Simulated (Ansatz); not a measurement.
The starting structures come from a database of crystals and need not be the phases stable at ambient conditions.

Data:

```yaml
crystal:
  lattice:
    - [3.90929, 0.00000, 0.00000]
    - [0.00000, 5.52212, 0.00000]
    - [0.00000, 0.00000, 3.90929]
  atoms:
    - { symbol: Zn, position: [0.00000, 0.23694, 0.50000] }
    - { symbol: Zn, position: [0.50000, 0.76306, 0.00000] }
    - { symbol: Se, position: [0.00000, 0.50000, 0.00000] }
    - { symbol: S, position: [0.50000, 0.00000, 0.50000] }
```

Space group of this cell: P-4m2. The cell is taken as given.

All values below come from r2SCAN (plane waves, PAW; Ansatz, an electronic-structure program).

The current runs along the normal of the first two printed vectors; no spin-orbit coupling. Scaled by the factor s: the length along the current (ions clamped). Meshes 8×6×8 and 8×6 across the current in all rows.

```csv
s,mean pressure (GPa),band gap (eV)
0.97,2.4,?
1.00,0.0,2.17
1.03,-1.9,2.00
```

Task: Take the slope of the band gap against ln s from the two given rows, extrapolate to s = 0.97, and say what the run there gives.

Result: Slope = (2.00 − 2.17) / ln 1.03 = -5.75 eV. The line gives 2.17 + (-5.75) × ln 0.97 = 2.35 eV. The run gives 2.19 eV, 0.16 eV under the line, 89 % of the predicted step.
